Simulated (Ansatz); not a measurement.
Start from GaN in the zinc blende structure (space group F-43m, No. 216; a = 4.498 Å). Axes: x, y, z lie along the cube axes.

Computed with PBEsol in Ansatz (plane waves to 420 eV, PAW, without spin-orbit coupling).

Before the change:

The valence-band top at Γ is 0.00, 0.00, 0.00 eV and the band gap comes out as 1.70 eV.

The change: biaxial strain +3.00 %, plane normal [001], relaxed out of plane (Cartesian); in-plane vectors clamped, the third vector and the atoms free.

Task: Estimate the effect on the energy relative to the base, valence-band top at Γ and band gap.

Result: The energy increases by 15 meV/atom; the valence-band top at Γ (three highest levels, from the VBM) becomes 0.00, -0.26, -0.26 eV (base: 0.00, 0.00, 0.00 eV); the band gap falls by 0.34 eV (1.70 eV → 1.36 eV).

Gaps are read on the SCF mesh and a high-symmetry path. Stability against distortions was not tested. This is not the structure that GaN has at room temperature and ambient pressure.

Ansatz is a quantum-chemistry and plane-wave program.
